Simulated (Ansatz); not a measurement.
AlB2-type ZrB2, treated with revPBE in Ansatz (PAW).

Numerical settings: plane-wave cutoff 520 eV, 24×24×18 k mesh (along the axes of the cell as run), Fermi–Dirac smearing 0.08 eV (set by the program), scalar-relativistic PAW data made under PBE.

Computed at the level's own relaxed cell.

Elastic tensor (GPa, Voigt notation, ions relaxed):

```
  549.8    54.0   115.2     0.0     0.0     0.0
   54.0   549.8   115.2     0.0     0.0     0.0
  115.2   115.2   420.5     0.0     0.0     0.0
    0.0     0.0     0.0   243.6     0.0     0.0
    0.0     0.0     0.0     0.0   243.6     0.0
    0.0     0.0     0.0     0.0     0.0   247.9
```

Task: Work out the Voigt, Reuss and Hill averages of the bulk and shear moduli, Young's modulus and Poisson's ratio from the printed constants.

Result: K_V = [C11 + C22 + C33 + 2(C12 + C13 + C23)]/9 = [1520.1 + 2 × 284.4]/9 = 232.1 GPa. G_V = [1520.1 − 284.4 + 3 × 735.1]/15 = 229.4 GPa. From the compliances S = C⁻¹, K_R = 231.1 and G_R = 223.2 GPa. Hill means: K = 231.6, G = 226.3 GPa. E = 9KG/(3K + G) = 512 GPa, ν = (3K − 2G)/(6K + 2G) = 0.13, K/G = 1.02.

Measured, for comparison: elastic constant C11 568 GPa, elastic constant C12 57 GPa, elastic constant C33 441 GPa, elastic constant C13 121 GPa (room temperature, not corrected to a static lattice; as tabulated in Zhang et al. (2020), arXiv:1911.03307). Computed (rounded) less measured: elastic constant C11 -3 %, elastic constant C12 -5 %, elastic constant C33 -5 %, elastic constant C13 -5 %.

Static lattice: no zero-point or thermal effects.

Ansatz is an electronic-structure program.
